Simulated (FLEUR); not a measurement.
Band structure of Ir (Fm-3m, 1 atom in the cell).

```
Ir
1.0
    0.00000     1.89806     1.89806
    1.89806     0.00000     1.89806
    1.89806     1.89806     0.00000
Ir
1
Direct
  0.00000   0.00000   0.00000
```

Method of the run: FLEUR with PBE, all-electron FLAPW (FLEUR), scalar-relativistic valence.

Settings: Kmax = 4.3 1/bohr; GmaxXC = 12.9 1/bohr; xcFunctional = pbe; jspins = 1; l_soc = F; mode = hist; fermiSmearingEnergy = 0.00999582 Htr; mesh (inpgen div1-3) = 12 12 12; inpgen gamma flag = true; Gmax = 12.9 1/bohr; numbands = 0; maxIterBroyd = 15; imix = Anderson; alpha = 0.05.

The starting cell comes from a database of computed structures (which also holds hypothetical and non-ambient phases and stackings), without a prior relaxation at this level. Its lattice was rescaled by a random factor within 2.5 % of one. Spin-orbit coupling is off. Spin polarisation is off. Values depend on the basis (sphere radii, cutoffs, local orbitals), which need not be converged.

Levels in eV from the Fermi level, bands 4 to 11:
| point | 4 | 5 | 6 | 7 | 8 | 9 | 10 | 11 |
|---|---|---|---|---|---|---|---|---|
| Γ | -11.45 | -4.07 | -4.07 | -4.07 | -1.24 | -1.24 | 13.53 | 19.25 |
| X | -8.30 | -7.70 | 0.96 | 1.61 | 1.61 | 1.72 | 11.14 | 11.67 |
| W | -6.57 | -5.10 | -5.10 | -1.90 | 1.62 | 8.52 | 9.35 | 9.35 |
| K | -7.29 | -6.26 | -3.01 | -0.93 | 0.67 | 6.47 | 8.07 | 12.06 |
| L | -8.44 | -4.19 | -4.19 | -0.81 | 0.99 | 0.99 | 7.72 | 13.21 |
| U | -7.29 | -6.26 | -3.01 | -0.93 | 0.67 | 6.47 | 8.07 | 12.06 |
